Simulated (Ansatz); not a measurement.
Antifluorite K2S was calculated with PBE0 in Ansatz (plane waves, PAW).

Run with plane-wave cutoff 460 eV, 6×6×6 k mesh, Fermi–Dirac smearing 0.01 eV, scalar-relativistic PAW data made under PBE.

Computed at the level's own relaxed cell.

Problem. Predict the pressure derivative B′ of the bulk modulus, smallest direct gap on the k points sampled, volume per atom and lattice parameter a.

Solution. 
pressure derivative B′ of the bulk modulus: 4.4
smallest direct gap on the k points sampled: 4.17 eV
volume per atom: 34.02 Å³/atom
lattice parameter a: 7.418 Å

Measured, for comparison: equilibrium volume per atom 33.65 Å³/atom, lattice constant a 7.391 Å (temperature not stated, no zero-point or thermal correction; as tabulated in Syrotyuk et al. (2015), arXiv:1510.06546). Computed (rounded) less measured: equilibrium volume per atom +1.1 %, lattice constant a +0.4 %.

Ansatz is a program for electronic structure.
